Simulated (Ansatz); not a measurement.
# HgTe in the zinc blende structure (space group F-43m, No. 216)

HgTe has the cubic space group F-43m (No. 216), the zinc blende structure, Pearson symbol cF8. Lattice parameters: a = b = c = 6.573 Å, α = β = γ = 90.00°. Te on 4c is surrounded by 4 Hg at 2.846 Å (tetrahedral). Hg on 4a sees 4 Te at 2.846 Å (tetrahedral). (Neighbours: up to the widest gap in distance over summed covalent radii, below 1.35, at either atom; cation-cation and far metal-metal contacts left out.)
(The calculation used a cell of 2 atoms; values per cell refer to that cell.)

Level of theory: Kohn–Sham DFT with the r2SCAN functional, run in Ansatz (an electronic-structure program) with PAW and 500 eV plane waves, scalar-relativistic without spin-orbit coupling, earlier PAW set. k-mesh 12×12×12 (Γ-centred); smearing 0.05 eV (Fermi–Dirac).

The volume per atom comes out as 35.50 Å³ and the density is 7.67 g/cm³. The band gap is zero and the total energy is -10412.478 eV/atom (σ→0; compares only within this code and set-up).

With Hg and Te present, leaving out spin-orbit coupling can change the band edges. Stability against distortions was not tested. The final runs are not spin-polarised. The zero or small gap of HgTe can change with the level of theory.
